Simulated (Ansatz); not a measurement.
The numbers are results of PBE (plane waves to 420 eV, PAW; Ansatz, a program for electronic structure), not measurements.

Planar average of the electrostatic potential across the slab, in eV from the Fermi level, for a constructed model of the (0001) surface of hcp Co, ferromagnetic, p(2x2) surface alloy, In on one Co site of the top plane (bottom of the slab: a bare face, its two planes held):

```csv
z (Å),V (eV)
3.83,5.00
4.12,5.00
4.42,5.00
4.71,4.99
5.01,4.99
5.30,4.97
5.59,4.93
5.89,4.86
6.18,4.70
6.48,4.37
6.77,3.68
7.07,2.23
7.36,-1.36
7.66,-9.70
7.95,-17.88
8.24,-20.35
8.54,-15.69
8.83,-6.86
9.13,-1.16
9.42,-3.05
9.72,-11.32
10.01,-18.85
10.31,-20.21
10.60,-14.59
10.89,-5.62
11.19,-0.82
11.48,-3.45
11.78,-11.99
12.07,-19.18
12.37,-19.95
12.66,-13.85
12.96,-4.98
13.25,-0.93
13.54,-4.68
13.84,-13.50
14.13,-19.83
14.43,-19.36
14.72,-12.38
15.02,-3.79
15.31,-0.99
15.61,-5.85
15.90,-14.78
16.19,-20.27
16.49,-18.74
16.78,-11.14
17.08,-3.02
17.37,-1.48
17.67,-6.68
17.96,-13.22
18.26,-16.42
18.55,-15.20
18.84,-10.24
19.14,-5.58
19.43,-3.20
19.73,-0.81
20.02,1.64
20.32,3.08
20.61,3.69
20.91,3.98
21.20,4.12
21.49,4.18
21.79,4.21
22.08,4.23
22.38,4.23
22.67,4.24
22.97,4.24
23.26,4.24
23.56,4.24
```

Model: 24-atom slab, 10.1 Å thick at the start (thin: gaps and levels are the slab's own), 9x9x1 mesh, Fermi-Dirac 0.1 eV, dipole correction, 8 atoms held, the rest relaxed; start symmetry kept, larger cells not searched; spin-polarised, ending with about 37.5 μB a cell; orders that need a larger cell were not tried, no spin-orbit, no U. It is one candidate, not shown to be the stable structure of the face.

**Question.** The surface cell has an area of 21.53 Å². What dipole along the normal does the step between the two vacuum levels imply?

**Answer.** the top vacuum level lies 0.76 eV below the bottom one; p = −ε₀ A ΔV (ε₀ = 0.005526 e/(V·Å)) gives 0.09 e·Å a cell.
